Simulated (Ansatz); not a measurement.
**Fermi-surface data of HfN under load (space group Immm)**

Here is the system:

```
CELL_PARAMETERS angstrom
      0.01043     2.25418     2.24952
      2.25418     0.01043     2.24952
      2.26461     2.26461     0.00000
ATOMIC_POSITIONS crystal
  Hf 0.00000 0.00000 0.00000
  N  0.50000 0.50000 0.50000
```

The numbers are results of PBEsol, rigid bands (plane waves, PAW, scalar-relativistic; Ansatz, a first-principles code), not measurements. Condition of this run: uniaxial stress along [110] of -2 GPa (compression positive) (the target of the relaxation). Geometry: cell and atoms relaxed with PBEsol, then loaded as said.

```
Property                                                           Value
------------------------------------  ----------------------------------
density of states at the Fermi level  0.603 states/(eV·cell), both spins
bare Sommerfeld coefficient                    0.71 mJ/(mol of atoms·K²)
Drude plasma energy                                               9.3 eV
root-mean-square Fermi velocity                                1.1e6 m/s
resistivity times τ                                     5.7 ×10⁻²² Ω·m·s
```

A metal at this level (no band gap); rigid bands, thermally averaged at 300 K, both spins. Spin-orbit coupling is left out, which matters with elements this heavy. τ is one relaxation time for all states.
